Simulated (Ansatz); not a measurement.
The starting structures come from a database of crystals and need not be the phases stable at ambient conditions.

Here is the system:

```
CELL_PARAMETERS angstrom
      5.58326     0.00000     0.00000
      0.00000     7.70172     0.00000
      0.00000     0.00000     5.35052
ATOMIC_POSITIONS crystal
  Na 0.06246 0.25000 0.01888
  Na 0.93754 0.75000 0.98112
  Na 0.43754 0.75000 0.51888
  Na 0.56246 0.25000 0.48112
  Zn 0.00000 0.50000 0.50000
  Zn 0.50000 0.50000 0.00000
  Zn 0.50000 0.00000 0.00000
  Zn 0.00000 0.00000 0.50000
  F  0.69860 0.55810 0.69411
  F  0.30140 0.44190 0.30589
  F  0.80140 0.44190 0.19411
  F  0.19860 0.55810 0.80589
  F  0.19860 0.94190 0.80589
  F  0.80140 0.05810 0.19411
  F  0.30140 0.05810 0.30589
  F  0.69860 0.94190 0.69411
  F  0.54072 0.75000 0.11137
  F  0.45928 0.25000 0.88863
  F  0.95928 0.25000 0.61137
  F  0.04072 0.75000 0.38863
```

Space group of this cell: Pnma. The cell is taken as given.

Transport runs along the normal of the first two printed cell vectors.

The gap is the functional's own. No spin-orbit coupling. Mid-gap values are interpolated on the energy grid.

### Question
State the band gap and the smallest decay constant κ at mid-gap according to r2SCAN (Ansatz, a first-principles code).

### Answer
Gap 4.66 eV on a 6×4×6 mesh; κ = 0.469 1/Å, at the zone centre.
